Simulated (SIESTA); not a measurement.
## SIESTA run on TiPt3 (Pm-3m, 4 atoms in the cell): self-consistent single point

Method: SIESTA with GGA PBE, numerical atomic orbitals DZP, PseudoDojo PBE standard norm-conserving potentials (rewritten from UPF to PSML).

This input was run:

```
# files in the folder: Ti.psml Pt.psml (PseudoDojo PBE standard)
SystemName  TiPt3
SystemLabel TiPt3

NumberOfAtoms                4
NumberOfSpecies              2
%block ChemicalSpeciesLabel
  1 22 Ti
  2 78 Pt
%endblock ChemicalSpeciesLabel
LatticeConstant              1.0 Ang
%block LatticeVectors
     3.924530000    0.000000000    0.000000000
     0.000000000    3.924530000    0.000000000
     0.000000000    0.000000000    3.924530000
%endblock LatticeVectors
AtomicCoordinatesFormat      ScaledCartesian
%block AtomicCoordinatesAndAtomicSpecies
     0.000000000    0.000000000    0.000000000  1
     1.962265000    1.962265000    0.000000000  2
     0.000000000    1.962265000    1.962265000  2
     1.962265000    0.000000000    1.962265000  2
%endblock AtomicCoordinatesAndAtomicSpecies

XC.functional                GGA
XC.authors                   PBE
PAO.BasisSize                DZP
PAO.EnergyShift              0.01 Ry
MeshCutoff                   350 Ry
%block kgrid.MonkhorstPack
    6   0   0  0.0
    0   6   0  0.0
    0   0   6  0.0
%endblock kgrid.MonkhorstPack
OccupationFunction           MP
OccupationMPOrder            0
ElectronicTemperature        100.0 meV

MaxSCFIterations             150
SCF.Mixer.Method             Pulay
SCF.Mixer.Weight             0.1
SCF.Mixer.History            6
SCF.DM.Tolerance             1.0E-04
Diag.ParallelOverK           true
WriteForces                  true
Charge.Mulliken              end
```

Log, with long lists cut:

```
reinit: Reading from file input.fdf

reinit: System Name: TiPt3
reinit: System Label: TiPt3

coor:   Atomic-coordinates input format  =     Cartesian coordinates
coor:                                          (in units of alat)

siesta: Atomic coordinates (Bohr) and species
siesta:      0.00000   0.00000   0.00000  1        1
siesta:      3.70814   3.70814   0.00000  2        2
siesta:      0.00000   3.70814   3.70814  2        3
siesta:      3.70814   0.00000   3.70814  2        4

siesta: System type = bulk

initatomlists: Number of atoms, orbitals, and projectors:      4    76   114

siesta: ******************** Simulation parameters ****************************
redata: Spin configuration                          = none
redata: Time-Reversal Symmetry                      = T
redata: Number of Atomic Species                    =        2
redata: Mesh Cutoff                                 =   350.0000 Ry
redata: Net charge of the system                    =     0.0000 |e|
redata: Min. number of SCF Iter                     =        0
redata: Max. number of SCF Iter                     =      150
redata: SCF convergence failure will abort job
redata: SCF mix quantity                            = Hamiltonian
redata: Mix DM or H after convergence               =   F
redata: Recompute H after scf cycle                 =   F
redata: Mix DM in first SCF step                    =   T
redata: No kicks to SCF
redata: DM Mixing Weight for Kicks                  =     0.5000
redata: Require Harris convergence for SCF          =   F
redata: Harris energy tolerance for SCF             =     0.000100 eV
redata: Require DM convergence for SCF              =   T
redata: DM tolerance for SCF                        =     0.000100
redata: Require EDM convergence for SCF             =   F
redata: EDM tolerance for SCF                       =     0.001000 eV
redata: Require H convergence for SCF               =   T
   [... lines left out ...]
diag: Used triangular part                          = Lower
diag: Absolute tolerance                            =  0.100E-15
diag: Orthogonalization factor                      =  0.100E-05
diag: Memory factor                                 =  1.0000

superc: Internal auxiliary supercell:     5 x     5 x     5  =     125
superc: Number of atoms, orbitals, and projectors:    500   9500  14250

                        Single-point calculation

superc: Internal auxiliary supercell:     5 x     5 x     5  =     125
superc: Number of atoms, orbitals, and projectors:    500   9500  14250

outcell: Unit cell vectors (Ang):
        3.924530    0.000000    0.000000
        0.000000    3.924530    0.000000
        0.000000    0.000000    3.924530

outcell: Cell vector modules (Ang)   :    3.924530    3.924530    3.924530
outcell: Cell angles (23,13,12) (deg):     90.0000     90.0000     90.0000
outcell: Cell volume (Ang**3)        :     60.4454
new_DM -- step:     1
Initializing Density Matrix...

Attempting to read DM from file... Failed...
DM filled with atomic data:

InitMesh: MESH = 48 x 48 x 48 = 110592
InitMesh: Mesh cutoff (required, used) =   350.000   413.437 Ry

stepf: Methfessel-Paxton step function
       Using Hermite-Gauss polynomials of order  0
        iscf     Eharris(eV)        E_KS(eV)     FreeEng(eV)     dDmax    Ef(eV) dHmax(eV)
   scf:    1   -12060.646334   -12209.052377   -12209.086141  1.248309 -0.728162 29.146790
   scf:    2   -12261.160394   -12270.131823   -12270.134026  1.158443 -0.517687 12.046245
   scf:    3   -12273.625091   -12271.976086   -12271.981131  0.089493 -0.771089  8.738122
   scf:    4   -12237.598330   -12263.366243   -12263.400742  0.458148 -2.794026 17.404951
   scf:    5   -12268.143452   -12274.586936   -12274.589982  0.295087 -2.236680  4.746534
   scf:    6   -12275.604515   -12275.170611   -12275.175154  0.035815 -2.281948  2.642520
   [... 4 lines left out ...]
   scf:   11   -12275.422911   -12275.422904   -12275.430803  0.001080 -2.315787  0.041377
   scf:   12   -12275.422857   -12275.422886   -12275.430848  0.000304 -2.315724  0.025511
   scf:   13   -12275.422671   -12275.422797   -12275.430872  0.000554 -2.315959  0.006363
   scf:   14   -12275.422844   -12275.422821   -12275.430874  0.000113 -2.315911  0.000144
   scf:   15   -12275.422817   -12275.422819   -12275.430874  0.000009 -2.315920  0.000286
SCF Convergence by DM+H criterion
max |DM_out - DM_in|         :     0.0000085602
max |H_out - H_in|      (eV) :     0.0002857518
SCF cycle converged after 15 iterations

Using DM_out to compute the final energy and forces

siesta: E_KS(eV) =           -12275.4228

siesta: E_KS - E_eggbox =    -12275.4228

siesta: Atomic forces (eV/Ang):
     1   -0.000000   -0.000000   -0.000000
     2   -0.000000   -0.000000    0.000000
     3   -0.000000    0.000000   -0.000000
     4    0.000000   -0.000000   -0.000000
   Tot   -0.000000   -0.000000   -0.000000
   Max    0.000000
   Res    0.000000    sqrt( Sum f_i^2 / 3N )
   Max    0.000000    constrained

Stress tensor Voigt[x,y,z,yz,xz,xy] (kbar):      -13.50      -13.50      -13.50        0.00        0.00       -0.00
(Free)E + p*V (eV/cell)   -12274.9215
Target enthalpy (eV/cell)   -12275.4309

siesta: Program's energy decomposition (eV):
siesta: Ebs     =     -2171.463040
siesta: Eions   =     17048.360357
siesta: Ena     =      2456.139508
siesta: Ekin    =      3671.305975
siesta: Enl     =       665.162183
siesta: Eso     =         0.000000
siesta: Edftu   =         0.000000
siesta: DEna    =       153.142151
siesta: DUscf   =         5.150459
siesta: DUext   =         0.000000
siesta: Ex      =     -2043.309493
siesta: Ec      =      -134.653246
siesta: Exc     =     -2177.962739
siesta: Eharris =    -12275.422817
siesta: Etot    =    -12275.422819
siesta: FreeEng =    -12275.430874

siesta: Stress tensor (static) (eV/Ang**3):
siesta:    -0.008427    0.000000    0.000000
siesta:    -0.000000   -0.008427    0.000000
siesta:     0.000000    0.000000   -0.008427

siesta: Cell volume =         60.445359 Ang**3

siesta: Pressure (static):
siesta:                Solid            Molecule  Units
siesta:           0.00009178          0.00009178  Ry/Bohr**3
siesta:           0.00842654          0.00842654  eV/Ang**3
siesta:          13.50080451         13.50080451  kBar

mulliken: Atomic and Orbital Populations:

Species: Ti
Atom  Qatom  Qorb
               3s      4s      4s      3py     3pz     3px     4py     4pz
               4px     3dxy    3dyz    3dz2    3dxz    3dx2-y2 3dxy    3dyz
               3dz2    3dxz    3dx2-y2
   1 12.015   1.951   0.835  -0.082   1.974   1.974   1.974   0.343   0.343
              0.343   0.560   0.560   0.405   0.560   0.405  -0.026  -0.026

             -0.027  -0.026  -0.027

Species: Pt
Atom  Qatom  Qorb
               5s      6s      6s      5py     5pz     5px     6py     6pz
               6px     5dxy    5dyz    5dz2    5dxz    5dx2-y2 5dxy    5dyz
               5dz2    5dxz    5dx2-y2
   2 17.995   1.929   0.887  -0.151   1.979   1.982   1.979   0.307   0.337
              0.307   1.680   1.552   1.714   1.552   1.633   0.027   0.075

              0.061   0.075   0.069
   3 17.995   1.929   0.887  -0.151   1.979   1.979   1.982   0.307   0.307
              0.337   1.552   1.680   1.653   1.552   1.694   0.075   0.027

              0.067   0.075   0.063
   4 17.995   1.929   0.887  -0.151   1.982   1.979   1.979   0.337   0.307
              0.307   1.552   1.552   1.653   1.680   1.694   0.075   0.075

              0.067   0.027   0.063

mulliken: Qtot =       66.000

Mulliken Atomic Populations:
Atom #   charge [q] valence [e]  Species
     1    -0.014780   12.014780  Ti
     2     0.004927   17.995073  Pt
     3     0.004927   17.995073  Pt
     4     0.004927   17.995073  Pt
 Total    -0.000000
```

The run converged in 15 iterations.

The starting cell comes from a database of computed structures (which also holds hypothetical and non-ambient phases and stackings), without a prior relaxation at this level. Spin polarisation is off. Values carry the incompleteness of an atom-centred basis.

Cost on one core of a shared machine: roughly 30 s.
